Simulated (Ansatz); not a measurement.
A computed series for Al2Au: pressure series

Consider Al₂Au (space group Fm-3m, No. 225; a = 6.060 Å).

Cell and atoms are relaxed at each pressure.

Levels (all Ansatz, a first-principles code, PAW): PBE (420 eV, scalar-relativistic without spin-orbit coupling); PBEsol (420 eV, spin-orbit coupling left out).

The base cell above is that of PBE; each level relaxes its own structures.

```csv
case,"lattice parameter a, PBE","lattice parameter a, PBEsol"
pressure −2 GPa,11.528 bohr,11.412 bohr
pressure −1 GPa,11.489 bohr,11.376 bohr
pressure 0.3 GPa,11.441 bohr,11.333 bohr
pressure 0.7 GPa,11.427 bohr,11.320 bohr
pressure 1.5 GPa,11.400 bohr,11.296 bohr
pressure 3 GPa,11.351 bohr,11.251 bohr
pressure 5 GPa,11.290 bohr,11.195 bohr
pressure 7.5 GPa,11.220 bohr,11.130 bohr
pressure 10 GPa,11.156 bohr,11.070 bohr
```

PBE lies above PBEsol in every row, by 0.085 bohr to 0.117 bohr. They put the cases in the same order.

Load acts through the strain it causes; cell and atoms are relaxed under it. No phonon test of stability was made. No other phases were tried under pressure.
